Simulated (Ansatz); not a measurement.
Consider the following.

```
CELL_PARAMETERS angstrom
      5.56162     0.00000     0.00000
      0.00000     5.56162     0.00000
      0.00000     0.00000     5.56162
ATOMIC_POSITIONS crystal
  Ga 0.25000 0.00000 0.50000
  Ga 0.75000 0.00000 0.50000
  Ga 0.50000 0.75000 0.00000
  Ga 0.50000 0.25000 0.00000
  Ga 0.00000 0.50000 0.75000
  Ga 0.00000 0.50000 0.25000
  N  0.25000 0.50000 0.00000
  N  0.75000 0.50000 0.00000
  N  0.00000 0.75000 0.50000
  N  0.00000 0.25000 0.50000
  N  0.50000 0.00000 0.75000
  N  0.50000 0.00000 0.25000
```

No spin polarisation.

Level of theory: plane-wave PAW DFT at the PBEsol level (Ansatz, an electronic-structure program, 420 eV), no spin-orbit coupling. Settings: 5×5×5 k-points, 0.05 eV Fermi–Dirac smearing.

Question: What is the computed band gap?

Answer: 1.47 eV.

Question: Estimate the gap character.

Answer: Direct at Γ.

The cells carry an imposed strain or load. Stability against distortions was not tested. The cell was made from GaN (space group Pm-3n, No. 223; a hypothetical phase, not in the database extracts checked) by this change: isotropic strain +0.88 %.
